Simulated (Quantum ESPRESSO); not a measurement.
σyy against uniaxial strain in rock-salt MgS (space group 225): C12 (Quantum ESPRESSO, PBEsol)

```yaml
crystal:
  lattice:
    - [0.00000, 2.59032, 2.59032]
    - [2.55146, 0.00000, 2.59032]
    - [2.55146, 2.59032, 0.00000]
  atoms:
    - { symbol: Mg, position: [0.00000, 0.00000, 0.00000] }
    - { symbol: S, position: [0.50000, 0.50000, 0.50000] }
```

Method: PBEsol, GBRV 1.5 ultrasoft (PBESOL) pseudopotentials (plane waves; Quantum ESPRESSO 7.5). Settings: ecutwfc = 52 Ry; ecutrho = 260 Ry; occupations = smearing; smearing = fd; degauss = 0.000734986 Ry; potentials = {Mg: mg_pbesol_v1.4.uspp.F.UPF, S: s_pbesol_v1.4.uspp.F.UPF}; K_POINTS = automatic 12 12 12 0 0 0; conv_thr = 1e-10 Ry; mixing_beta = 0.3. The cell above is the first row's. The rows stretch one cube axis (x) by the strain ε and hold the other two. Stress is positive in tension. In all rows fractional positions and the k mesh are held.

| ε (%) | σyy (GPa) |
|---|---|
| -1.5 | -0.608 |
| -1.0 | -0.393 |
| -0.5 | -0.182 |
| 0.0 | 0.024 |
| 0.5 | 0.227 |
| 1.0 | 0.424 |
| 1.5 | 0.618 |
| 2.0 | ? |

Taking a parabola for σyy over the 7 complete rows: Least squares gives σyy = 0.0243 + 0.40864·ε - 0.00862·ε². Residuals (row less fit): 0.0001, 0.0000, 0.0002, -0.0003, 0.0005, -0.0003, 0.0001; standard error 0.0004 (degrees of freedom: 4). The slope at ε = 0, 0.40864 GPa per cent, gives C12 ≈ 100 × 0.40864 = 41 GPa, for the static lattice.

### Question
Estimate the missing σyy (ε = 2.0); what did the run itself give?

### Answer
σyy = 0.0243 + 0.40864 × 2.0 - 0.00862 × 2.0² = 0.8071 GPa. The calculation gives 0.807 GPa, which the fit meets to the printed digits. The row lies outside the fitted rows, so this is an extrapolation. From the scatter of the fitted rows alone, a prediction at this place has a standard error of 0.0007 GPa, so the miss is 0.1 times that.

Carrying the step between the two nearest rows on in a straight line would have given 0.812, off by 0.005; series whose last step already gives the withheld value aren't shown. The reference cell has the volume at which an earlier scan in this program and functional put its minimum by a fit. The runs keep the symmetry of the cell, so they don't test it for distortions. The unstrained cell stands at a pressure of -0.02 GPa, and the constants belong to that pressure. By symmetry this strain leaves no force on the atoms; the largest in the rows is 0.000 eV/Å. Cutoffs and mesh are single choices, not tested for convergence of this quantity. Series with a scatter that would blur these digits, or in which a gap closes, are not shown. Strain series were run only where this level's volume lies within 10 % of a first guess from the measured size.
